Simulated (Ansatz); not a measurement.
## A computed series for Cu3N: response to strain

The parent structure is Cu3N (space group Pm-3m, No. 221).

```cif
data_Cu3N
_chemical_formula_sum 'Cu3 N1'
_space_group_name_H-M_alt 'Pm-3m'
_space_group_IT_number 221
_space_group_name_Hall '-P 4 2 3'
_cell_length_a 3.82686
_cell_length_b 3.82686
_cell_length_c 3.82686
_cell_angle_alpha 90.000
_cell_angle_beta 90.000
_cell_angle_gamma 90.000
loop_
_atom_site_label
_atom_site_type_symbol
_atom_site_symmetry_multiplicity
_atom_site_Wyckoff_symbol
_atom_site_fract_x
_atom_site_fract_y
_atom_site_fract_z
_atom_site_occupancy
Cu1 Cu 3 d 0.00000 0.00000 0.50000 1
N1 N 1 a 0.00000 0.00000 0.00000 1
```

Strains are applied to the cell and any free atomic positions relax.

Calculations: Ansatz (an electronic-structure program), PBE, PAW, cutoff 420 eV, scalar-relativistic without spin-orbit coupling.

```tsv
case	band gap	smallest direct gap	width of the top valence band
base	0.22 eV	0.75 eV	1.75 eV
isotropic strain +0.60 %	0.28 eV	0.80 eV	1.71 eV
isotropic strain +1.20 %	0.34 eV	0.85 eV	1.66 eV
isotropic strain +1.80 %	0.39 eV	0.90 eV	1.62 eV
isotropic strain +2.40 %	0.45 eV	0.95 eV	1.58 eV
isotropic strain +3.00 %	0.50 eV	0.99 eV	1.54 eV
```

No phonon test of stability was made. All final runs are without spin polarisation. A zero or small gap of Cu3N can be the functional's error rather than a property of the material.
